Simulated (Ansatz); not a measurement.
Al12W, treated with PBEsol (Ansatz, a program for electronic structure, plane waves, PAW).

Run with plane-wave cutoff 520 eV, 10×10×10 k mesh, Fermi–Dirac smearing 0.05 eV, no spin polarisation, scalar-relativistic PAW data made under PBE.

Starting structure:

```
CELL_PARAMETERS angstrom
     -3.79000     3.79000     3.79000
      3.79000    -3.79000     3.79000
      3.79000     3.79000    -3.79000
ATOMIC_POSITIONS crystal
  Al 0.81600 0.30900 0.12500
  Al 0.18400 0.69100 0.87500
  Al 0.81600 0.69100 0.50700
  Al 0.18400 0.30900 0.49300
  Al 0.12500 0.81600 0.30900
  Al 0.50700 0.81600 0.69100
  Al 0.49300 0.18400 0.30900
  Al 0.87500 0.18400 0.69100
  Al 0.30900 0.12500 0.81600
  Al 0.30900 0.49300 0.18400
  Al 0.69100 0.87500 0.18400
  Al 0.69100 0.50700 0.81600
  W  0.00000 0.00000 0.00000
```

Problem. Into what structure does the relaxation of cell and atoms lead at this level, with the symmetry of the start kept?

Solution. The volume decreases by 1.6 %; final space group Im-3.
```
CELL_PARAMETERS angstrom
     -3.76910     3.76910     3.76910
      3.76910    -3.76910     3.76910
      3.76910     3.76910    -3.76910
ATOMIC_POSITIONS crystal
  Al 0.81421 0.30863 0.12285
  Al 0.18579 0.69137 0.87715
  Al 0.81421 0.69137 0.50558
  Al 0.18579 0.30863 0.49442
  Al 0.12285 0.81421 0.30863
  Al 0.50558 0.81421 0.69137
  Al 0.49442 0.18579 0.30863
  Al 0.87715 0.18579 0.69137
  Al 0.30863 0.12285 0.81421
  Al 0.30863 0.49442 0.18579
  Al 0.69137 0.87715 0.18579
  Al 0.69137 0.50558 0.81421
  W  0.00000 0.00000 0.00000
```
